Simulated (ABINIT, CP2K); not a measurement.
An ABINIT input for a self-consistent single point of SnAu (P6_3/mmc, 4 atoms in the cell) (DFT, LDA (PW92), plane waves, norm-conserving pseudopotentials (PseudoDojo nc-sr-04 LDA standard)):

```
# SnAu, PseudoDojo nc-sr-04 LDA standard
pp_dirpath "./"
pseudos "Sn.upf, Au.upf"
acell 3*1.0
rprim
         8.0674460298   -0.0000002584    0.0000000000
        -4.0337227912    6.9866133347    0.0000000000
         0.0000000000    0.0000000000   10.3483103338
natom 4
ntypat 2
znucl 50 79
typat 1 1 2 2
xcart
         2.1345543341    1.2323854282    4.1070675000
         0.0000000789    2.4647709932    1.3690225000
         0.0000000000    0.0000000000    2.7380450000
         0.0000000000    0.0000000000    0.0000000000
      Angstrom
ecut 1034 eV
occopt 3
tsmear 0.00367493
nband 42
kptopt 1
ngkpt 9 9 6
nshiftk 1
shiftk 0 0 0
nstep 80
toldfe 1.0e-09
prtwf 0
prtden 0
enunit 1
```

Question: Write the same calculation as an input for CP2K.

Answer: This is the input that was run; spellings and numerical settings could be chosen otherwise.

```
&GLOBAL
  PROJECT snau
  RUN_TYPE ENERGY_FORCE
  PRINT_LEVEL MEDIUM
&END GLOBAL
&FORCE_EVAL
  METHOD Quickstep
  STRESS_TENSOR ANALYTICAL
  &DFT
    BASIS_SET_FILE_NAME BASIS_MOLOPT
    POTENTIAL_FILE_NAME GTH_POTENTIALS
    &QS
      METHOD GPW
      EPS_DEFAULT 1E-11
    &END QS
    &MGRID
      CUTOFF 500
      REL_CUTOFF 50
      NGRIDS 5
    &END MGRID
    &SCF
      SCF_GUESS ATOMIC
      EPS_SCF 1E-7
      MAX_SCF 100
      ADDED_MOS 6
      &DIAGONALIZATION
        ALGORITHM STANDARD
      &END DIAGONALIZATION
      &MIXING
        METHOD BROYDEN_MIXING
        ALPHA 0.2
        NBUFFER 12
        BETA 1.5
      &END MIXING
      &SMEAR ON
        METHOD FERMI_DIRAC
        ELECTRONIC_TEMPERATURE [K] 1160.45
      &END SMEAR
    &END SCF
    &KPOINTS
      SCHEME MONKHORST-PACK 9 9 6
      GAMMA_CENTERED T
    &END KPOINTS
    &XC
      &XC_FUNCTIONAL PADE
      &END XC_FUNCTIONAL
    &END XC
    &PRINT
      &MO
        EIGENVALUES T
        OCCUPATION_NUMBERS T
        NDIGITS 8
        FILENAME mo
        &EACH
          QS_SCF 0
        &END EACH
        ADD_LAST NUMERIC
      &END MO
      &MULLIKEN ON
      &END MULLIKEN
    &END PRINT
  &END DFT
  &SUBSYS
    &CELL
      A 4.26910800 0.00000000 0.00000000
      B -2.13455400 3.69715700 0.00000000
      C 0.00000000 0.00000000 5.47609000
      PERIODIC XYZ
    &END CELL
    &COORD
      SCALED
      Sn       0.66666700     0.33333300     0.75000000
      Sn       0.33333300     0.66666700     0.25000000
      Au       0.00000000     0.00000000     0.50000000
      Au       0.00000000     0.00000000     0.00000000
    &END COORD
    &KIND Sn
      BASIS_SET DZVP-MOLOPT-SR-GTH-q4
      POTENTIAL GTH-PADE-q4
    &END KIND
    &KIND Au
      BASIS_SET DZVP-MOLOPT-SR-GTH-q11
      POTENTIAL GTH-PADE-q11
    &END KIND
  &END SUBSYS
  &PRINT
    &FORCES ON
    &END FORCES
    &STRESS_TENSOR ON
    &END STRESS_TENSOR
  &END PRINT
&END FORCE_EVAL
```

Basis settings and potentials, where a program has them, do not carry over. This input uses DFT LDA (Pade form), GPW, DZVP-MOLOPT-SR-GTH basis, GTH-PADE potentials (GTH_POTENTIALS). LDA parametrisations can differ slightly between programs. Both were run: pressure 1.59 GPa in ABINIT and 4.05 in CP2K.

On ABINIT: the starting cell comes from a database of computed structures (which also holds hypothetical and non-ambient phases and stackings), without a prior relaxation at this level. Its lattice was rescaled by a random factor within 2.5 % of one. For this run, on top of that: lattice scaled by 0.98.

On CP2K: the starting cell comes from a database of computed structures (which also holds hypothetical and non-ambient phases and stackings), without a prior relaxation at this level. Its lattice was rescaled by a random factor within 2.5 % of one. For this run, on top of that: lattice scaled by 0.98. Values carry the incompleteness of an atom-centred basis. With a pressure of about 4 GPa the cell is away from its equilibrium volume at this level.
